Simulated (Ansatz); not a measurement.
BaTiO3 under a change: Ti vacancy, symmetric start

Consider a 15-atom supercell of BaTiO3 in the cubic perovskite structure (space group Pm-3m, No. 221; a = 4.019 Å) at its relaxed geometry.

Modification: one Ti atom is removed, atoms relaxed at fixed cell.

Method: DFT with PBE, PAW potentials and a 420 eV plane-wave cutoff in Ansatz (an electronic-structure program), scalar-relativistic without spin-orbit coupling, earlier PAW set. Settings: 4×5×5 k-points, 0.01 eV Fermi–Dirac smearing.

| quantity | base | changed | shift |
|---|---|---|---|
| pressure | 0.0 GPa | 7.7 GPa | +7.7 GPa |
| largest displacement of a host atom from its site in the perfect cell | – | 0.16 Å | – |
| mean distance from the defect site to its nearest host atoms | 2.01 Å | 2.16 Å | +0.15 Å |

Final structure:

```
Ba3Ti2O9
1.0
    4.01946    -4.01946    -4.01946
    0.00000     4.01946    -4.01946
    4.01946     0.00000     4.01946
Ba Ti O
3 2 9
Direct
  0.98329   0.00000   0.00000
  0.68338   0.66667   0.33333
  0.33333   0.33333   0.66667
  0.49269   0.00000   0.00000
  0.17397   0.66667   0.33333
  0.65064   0.15561   0.31123
  0.33333   0.83333   0.66667
  0.01603   0.51105   0.02211
  0.01603   0.51105   0.48895
  0.65064   0.15561   0.84439
  0.33333   0.83333   0.16667
  0.01603   0.97789   0.48895
  0.65064   0.68877   0.84439
  0.33333   0.33333   0.16667
```

The magnetic state is the one reached from the starting moments; the real material's order can differ, and small cells can't hold many antiferromagnetic ones. The cell is small, so the values are those of an ordered compound at a high defect concentration; dilute-limit values will differ. A case with no gap was solved on a k-mesh chosen for an insulator, which is coarse for it. The defect started on the symmetric site and kept its symmetry, so it may sit on a saddle. No Hubbard U is applied, and correlation can decide whether such a compound is a metal. Spin-polarised in the final run: Ti vacancy; the other runs are not. Many cubic perovskites are stable only at high temperature; tilts and polar distortions were not tested. The defect cell is spin-polarised and ends with 4.0 μB. This is not the structure that BaTiO3 has at room temperature and ambient pressure.
